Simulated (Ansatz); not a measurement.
Consider AlN in the zinc blende structure (space group F-43m, No. 216; a = 4.370 Å). Axes: x, y, z lie along the cube axes.

Computed with Ansatz (an electronic-structure program) r2SCAN, spin-orbit coupling left out.

Strains are applied to the cell and any free atomic positions relax; under biaxial strain the out-of-plane vector relaxes too.

One change was made to it. Results:

```tsv
quantity	base	after
energy relative to the base (free energy F)	0 meV/atom	+11 meV/atom
volume per atom	10.43 Å³	10.65 Å³
```

Task: Which change produced these results?
(A) biaxial strain +3.00 %, plane normal [001], relaxed out of plane
(B) biaxial strain +1.00 %, plane normal [001], relaxed out of plane
(C) biaxial strain +1.50 %, plane normal [001], relaxed out of plane
(D) biaxial strain +2.00 %, plane normal [001], relaxed out of plane
(E) biaxial strain +2.50 %, plane normal [001], relaxed out of plane

Result: E, biaxial strain +2.50 %, plane normal [001], relaxed out of plane. For comparison, the energy relative to the base in the other runs: biaxial strain +1.50 %, plane normal [001], relaxed out of plane gives +4.2 meV/atom; biaxial strain +1.00 %, plane normal [001], relaxed out of plane gives +1.9 meV/atom; biaxial strain +2.00 %, plane normal [001], relaxed out of plane gives +7.3 meV/atom; biaxial strain +3.00 %, plane normal [001], relaxed out of plane gives +16 meV/atom.

Whether these cells are dynamically stable was not tested. This is not the structure that AlN has at room temperature and ambient pressure.
